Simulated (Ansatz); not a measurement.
### Question
Name crystals whose electron conductivity mass lies between 0.4 and 0.63 mₑ and whose Seebeck coefficient, p-type 1e19 cm⁻³ lies between 430 and 660 μV/K, by PBEsol, rigid bands in Ansatz (a quantum-chemistry and plane-wave program).

### Answer
Many crystals can fit; among those computed here:
- BaO₂ (I4/mmm): 0.57 mₑ, 530 μV/K
- BaZrO3 (Pm-3m): 0.53 mₑ, 542 μV/K
- SrO (Fm-3m): 0.51 mₑ, 531 μV/K
- BaS (Fm-3m): 0.43 mₑ, 457 μV/K
- CaTiO3 (Pm-3m): 0.61 mₑ, 509 μV/K

Masses are for dilute carriers at 300 K, harmonic means over directions unless an axis is named. Seebeck coefficients are for the stated density at 300 K, with one relaxation time for all states and whether or not that doping can be reached. Spin-orbit coupling is left out.

CaTiO3 (Pm-3m): a high-temperature phase held by its symmetry. Formula and space group known from diffraction (Crystallography Open Database), not checked to be the room-temperature form: BaO2 (I4/mmm), BaS (Fm-3m).
